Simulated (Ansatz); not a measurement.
Start from WC (space group P-6m2, No. 187; a = 2.8843 Å, c = 2.8115 Å; relaxed with 0.1 eV smearing). Axes: x lies along a and z along c of the hexagonal cell.

The values are results of Ansatz (a first-principles code), LDA, PAW, cutoff 420 eV, no SOC, not measurements.

Strains are applied to the cell and any free atomic positions relax.

One change was made to it. Results:

The energy increases by 8.5 meV/atom; the shortest interatomic distance drops by 0.026 Å (2.179 Å → 2.153 Å); the pressure (mean of the normal stresses, compression positive) goes from zero to 0.4 GPa.

### Question
Name the change that was made.
A. tensor shear ε_xz = +2.00 %
B. tensor shear ε_xz = +1.14 %
C. tensor shear ε_xz = +1.43 %
D. tensor shear ε_xz = +0.57 %

### Answer
C, tensor shear ε_xz = +1.43 %. For comparison, the energy relative to the base in the other runs: tensor shear ε_xz = +1.14 % gives +5.4 meV/atom; tensor shear ε_xz = +0.57 % gives +1.4 meV/atom; tensor shear ε_xz = +2.00 % gives +17 meV/atom.

No phonon test of stability was made. All final runs are without spin polarisation.
